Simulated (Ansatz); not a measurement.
# Bulk modulus of B20 (FeSi-type) MnSi: levels of theory against measurement

Reference value: 167 GPa (measured, room temperature, not corrected to a static lattice; as tabulated in Study of the compressibility of FeSi, MnSi, and CoS2 (JETP Letters), abstract).

| level (code) | value (GPa) | cell (Å³/atom) |
|---|---|---|
| LDA (Ansatz) | 227 | 10.85 |
| BLYP (Ansatz) | ? | 12.06 |
| PBE (Ansatz) | ? | 11.52 |
| revPBE (Ansatz) | 200 | 11.68 |
| PBE-D3(BJ) (Ansatz) | 219 | 11.18 |
| PBE-D4 (Ansatz) | 220 | 11.19 |
| r²SCAN (Ansatz) | 185 | 11.83 |

Task: Some entries are withheld; supply them.

Result: 
- BLYP (Ansatz, a first-principles code), value (GPa): 171
- PBE (Ansatz), value (GPa): 206

Differences against the reference: LDA +36 %, BLYP +2.4 %, PBE +23 %, revPBE +19.8 %, PBE-D3(BJ) +31 %, PBE-D4 +32 %, r²SCAN +10.8 %.

The reference is not for a static lattice or low temperature, so close values are not ranked against it. Off by more than 20 %, or 28 % on the side where a correction would as a rule narrow the miss (bounds picked here): LDA (+36 %), PBE-D4 (+32 %), PBE-D3(BJ) (+31 %).

The reference isn't brought to a static lattice, while the calculations are for one, so the differences are not the levels' errors alone. A static lattice is as a rule stiffer than a warm one, by over a tenth in soft solids. Spin-polarised runs: LDA (parallel moments), BLYP (parallel moments), PBE (parallel moments), revPBE (parallel moments), PBE-D3(BJ) (parallel moments), PBE-D4 (parallel moments), r²SCAN (parallel moments). Each level is taken at its own relaxed cell. Cutoffs differ between the levels. Ansatz's density-functional and Hartree–Fock values are scalar-relativistic unless marked +SOC, with PAW data made under PBE.

Differences are worked out from the printed values.
